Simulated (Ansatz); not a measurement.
**SiRh (model structure, started from the WC type, P-6m2, No. 187, 2 atoms in the cell): properties by level of theory**

```tsv
level (code)	lattice parameter a (Å)	c axis length (Å)
PBE (Ansatz)	[?]	[?]
PBEsol (Ansatz)	[?]	[?]
PBE-D3(BJ) (Ansatz)	3.491	[?]
```

Question: Fill in the missing entries.

Answer: 
- PBE (Ansatz, a quantum-chemistry and plane-wave program), lattice parameter a (Å): 3.533
- PBE (Ansatz), c axis length (Å): 2.743
- PBEsol (Ansatz), lattice parameter a (Å): 3.496
- PBEsol (Ansatz), c axis length (Å): 2.720
- PBE-D3(BJ) (Ansatz), c axis length (Å): 2.726

Ansatz's density-functional and Hartree–Fock values are scalar-relativistic unless marked +SOC, with PAW data made under PBE.

The computed numbers hold no vibrational or temperature effects.

A model structure was made by putting elements into a prototype or built by hand; it is no filed structure, need not be a known phase, and can be a saddle point held by its symmetry.
